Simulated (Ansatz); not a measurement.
How far PBE-D3(BJ) and PBEsol-D3(BJ) part for BN, pressure 18 GPa

Take BN in the h-BN type structure (space group P6_3/mmc, No. 194; a = 2.5058 Å, c = 6.6162 Å; layered, stacked along the Cartesian z axis) as the base.

(Cell as relaxed with PBE-D3(BJ).)

Levels (all Ansatz, a quantum-chemistry and plane-wave program, PAW, earlier PAW set): PBE-D3(BJ) (420 eV, no SOC); PBEsol-D3(BJ) (420 eV, no spin-orbit coupling).

Each level relaxes its own structure.

| base | PBE-D3(BJ) | PBEsol-D3(BJ) |
|---|---|---|
| volume per atom | 8.99 Å³ | 8.68 Å³ |
| lattice parameter a | 2.506 Å | 2.500 Å |
| band gap | 4.24 eV | 4.08 eV |

It is then changed as follows: a hydrostatic pressure of 18 GPa.

```tsv
quantity	PBE-D3(BJ)	PBEsol-D3(BJ)
gap character	indirect, K–Γ (26 % along) → L–M (57 % along)	indirect, K–Γ (26 % along) → L–M (57 % along)
c/a ratio	2.168	2.125
shortest interatomic distance	1.429 Å	1.427 Å
```

PBE-D3(BJ)'s c/a ratio lies 0.0423 above PBEsol-D3(BJ)'s; the two agree on the gap character. Neither level is exact; PBEsol-D3(BJ) is the comparison here, not a measurement.

From pressure 18 GPa on, the axis ratios lie over 15 % from the base's, so the cell there is far from its starting form. Load acts through the strain it causes; cell and atoms are relaxed under it. Whether these cells are dynamically stable was not tested. No other phases were tried under pressure.
